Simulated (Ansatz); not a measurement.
The reference is BN in the zinc blende structure (space group F-43m, No. 216; a = 3.581 Å). Axes: x, y, z lie along the cube axes.

The values are results of LDA, PAW, 420 eV (Ansatz, an electronic-structure program; scalar-relativistic without spin-orbit coupling), not measurements.

Base values:

The valence-band top at Γ comes out as 0.00, 0.00, 0.00 eV and the band gap is 4.39 eV. The smallest direct gap is 8.83 eV.

One thing is altered: the cell is compressed by 0.50 % along z with no lateral relaxation; the atoms relax in the strained cell.

Problem. Estimate the effect on the stress, valence-band top at Γ, band gap and smallest direct gap.

Solution. The stress (xx, yy, zz, yz, xz, xy; compression positive) is (0.97, 0.97, 4.14, 0.00, 0.00, 0.00) GPa; the valence-band top at Γ (three highest levels, from the VBM) becomes 0.00, -0.05, -0.05 eV (base: 0.00, 0.00, 0.00 eV); the band gap drops by 0.09 eV, from 4.39 eV to 4.30 eV; the smallest direct gap drops by 0.03 eV to 8.80 eV.

No phonon test of stability was made.
